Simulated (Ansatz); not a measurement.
Take CsOH (space group Cmc2_1, No. 36; a = 4.333 Å, b = 11.422 Å, c = 4.497 Å; a cell from a computed database, its experimental status unchecked) as the base. Axes: x, y, z lie along a, b, c of the conventional cell.

Calculations: DFT with r2SCAN, PAW potentials and a 500 eV plane-wave cutoff in Ansatz (a first-principles code), no spin-orbit coupling.

Base values:

- Band gap: 4.53 eV
- Valence-band top at Γ: 0.00, -0.10, -0.30 eV
- Smallest direct gap: 4.55 eV

One thing is altered: the symmetric strain tensor [-0.0060 0.0049 -0.0011; 0.0049 0.0021 -0.0091; -0.0011 -0.0091 -0.0093]; the atoms relax in the strained cell.

Question: Predict the new largest internal atomic displacement.

Answer: The largest internal atomic displacement comes out as 0.016 Å.

Question: Estimate the effect on the band gap.

Answer: The band gap falls by 0.02 eV, from 4.53 eV to 4.51 eV.

Question: What happens to the valence-band top at Γ?

Answer: The valence-band top at Γ (three highest levels, from the VBM) changes from 0.00, -0.10, -0.30 eV to 0.00, -0.11, -0.32 eV.

Question: How does this affect the stress?

Answer: The stress (xx, yy, zz, yz, xz, xy; compression positive) is (0.40, 0.16, 0.39, 0.26, 0.04, -0.07) GPa.

Question: What happens to the smallest direct gap?

Answer: The smallest direct gap goes up by 0.03 eV to 4.58 eV.

Whether these cells are dynamically stable was not tested.
